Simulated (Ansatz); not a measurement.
# Phonons of ZnO in the wurtzite structure at temperature

Method: the stochastic self-consistent harmonic approximation in a 3×3×2 supercell, Ansatz (a first-principles code), PBE functional, plane-wave PAW. The cell is fixed at its relaxed static size. Melting and transitions to other phases are not modelled. An odd repeat of the supercell leaves out some zone-boundary points, where instabilities often lie. Frequencies in cm⁻¹ at q = (0.00, 0.33, 0.50) (fractions of the primitive reciprocal vectors), each column in ascending order, rows equal in every column written once; i marks an imaginary mode. The auxiliary (Gaussian) frequencies are positive by construction; the free-energy Hessian decides stability.

```csv
harmonic,Gaussian 300 K,Hessian 300 K,Gaussian 1000 K,Hessian 1000 K
105,104,103,103,99
112,111,109,110,104
228,229,224,229,216
412,417,403,423,380
417,421,407,424,384
512,514,504,516,485
```

```json
{
  "pressure at 300 K in this cell": "1.12 ± 0.01 GPa",
  "pressure at 1000 K in this cell": "2.74 ± 0.04 GPa",
  "pressure near 300 K by path-integral sampling of the fitted surface": "1.14 GPa",
  "pressure near 1000 K by path-integral sampling of the fitted surface": "3.01 GPa",
  "static_pressure": "0.01 GPa",
  "largest statistical error of the Hessian column at 300 K": "0.4 cm⁻¹",
  "largest statistical error of the Hessian column at 1000 K": "1.2 cm⁻¹"
}
```

Over all wave vectors of the supercell the softest harmonic mode is 69 cm⁻¹ at q = (0.00, 0.00, 0.50); the softest of the Hessian is 67 cm⁻¹ at q = (0.00, 0.00, 0.50) at 300 K (error under 1; the run's verdict: stable), 64 cm⁻¹ at q = (0.00, 0.00, 0.50) at 1000 K (error under 1; the run's verdict: stable).
